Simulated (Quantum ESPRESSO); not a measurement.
σxx against uniaxial strain in rock-salt TiC (space group 225): C11 (Quantum ESPRESSO, PBEsol)

```
CELL_PARAMETERS angstrom
      0.00000     2.14675     2.14675
      2.11454     0.00000     2.14675
      2.11454     2.14675     0.00000
ATOMIC_POSITIONS crystal
  Ti 0.00000 0.00000 0.00000
  C  0.50000 0.50000 0.50000
```

Method of the run: PBEsol, GBRV 1.5 ultrasoft (PBESOL) pseudopotentials (plane waves; Quantum ESPRESSO 7.5). Settings: ecutwfc = 65 Ry; ecutrho = 520 Ry; occupations = smearing; smearing = fd; degauss = 0.0036749 Ry; potentials = {Ti: ti_pbesol_v1.4.uspp.F.UPF, C: c_pbesol_v1.2.uspp.F.UPF}; K_POINTS = automatic 26 26 26 0 0 0; conv_thr = 1e-10 Ry; mixing_beta = 0.4. The cell above is the first row's. The rows stretch one cube axis (x) by the strain ε and hold the other two. Stress is positive in tension. In all rows fractional positions and the k mesh are held.

| ε (%) | σxx (GPa) |
|---|---|
| -1.5 | -8.94 |
| -1.0 | -5.77 |
| -0.5 | -2.76 |
| 0.0 | 0.10 |
| 0.5 | 2.80 |
| 1.0 | 5.36 |
| 1.5 | 7.77 |
| 2.0 | ? |

Fit σxx against ε with a parabola, and predict the withheld value at ε = 2.0.

Least squares gives σxx = 0.098 + 5.5679·ε - 0.3033·ε². Residuals (row less fit): -0.004, 0.003, 0.002, 0.002, -0.006, -0.003, 0.003; standard error 0.005 (degrees of freedom: 4). The slope at ε = 0, 5.5679 GPa per cent, gives C11 ≈ 100 × 5.5679 = 557 GPa, for the static lattice. At the withheld row, σxx = 0.098 + 5.5679 × 2.0 - 0.3033 × 2.0² = 10.021 GPa. The calculation gives 10.05 GPa, 0.029 GPa above the prediction (0.2 % of the range of σxx in the table). The row lies outside the fitted rows, so this is an extrapolation. From the scatter of the fitted rows alone, a prediction at this place has a standard error of 0.008 GPa, so the miss is 3.5 times that.

Carrying the step between the two nearest rows on in a straight line would have given 10.18, off by 0.13; series whose last step already gives the withheld value aren't shown. The reference cell has the volume at which an earlier scan in this program and functional put its minimum by a fit. The runs keep the symmetry of the cell, so they don't test it for distortions. The unstrained cell stands at a pressure of -0.10 GPa, and the constants belong to that pressure. By symmetry this strain leaves no force on the atoms; the largest in the rows is 0.000 eV/Å. Spin polarisation is off. Without a gap such slopes are sensitive to mesh and smearing. Cutoffs and mesh are single choices, not tested for convergence of this quantity. Series with a scatter that would blur these digits, or in which a gap closes, are not shown. Strain series were run only where this level's volume lies within 10 % of a first guess from the measured size.

Terms beyond the fitted order, or numerical noise in single rows, can give a miss of this size; the table doesn't tell which.
